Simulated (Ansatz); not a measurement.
System: zinc-blende BeS. Method: HSE06 (Ansatz, a program for electronic structure, PAW).

Run with plane-wave cutoff 460 eV, 10×10×10 k mesh, Fermi–Dirac smearing 0.01 eV, scalar-relativistic PAW data made under PBE.

Results at a series of volumes:

```
V (Å³/atom)  E − E_lowest (meV/atom)
-----------  -----------------------
13.575                         11.67
13.932                          2.65
14.201                          0.00
14.646                          2.56
15.003                         10.18
```

### Question
What bulk modulus B0 and pressure derivative B′ does a third-order Birch–Murnaghan fit give?

### Answer
V0 = 14.285 Å³/atom, B0 = 99.0 GPa, B′ = 3.7 (fit to the energies at full precision).

Measured, for comparison: bulk modulus 105 GPa (room temperature, not corrected to a static lattice; as tabulated in Narayana, Nesamony, Ruoff, Phys. Rev. B 56, no. 22 (1997)); equilibrium volume per atom 14.44 Å³/atom (room temperature, not corrected to a static lattice; as tabulated in Narayana, Nesamony, Ruoff (BeS at high pressure; core.ac.uk copy)). Computed less measured: bulk modulus -6 %, equilibrium volume per atom -1.1 %. A static lattice is as a rule a little smaller and stiffer than an uncorrected measurement, which can account for part of this in the equilibrium volume per atom.
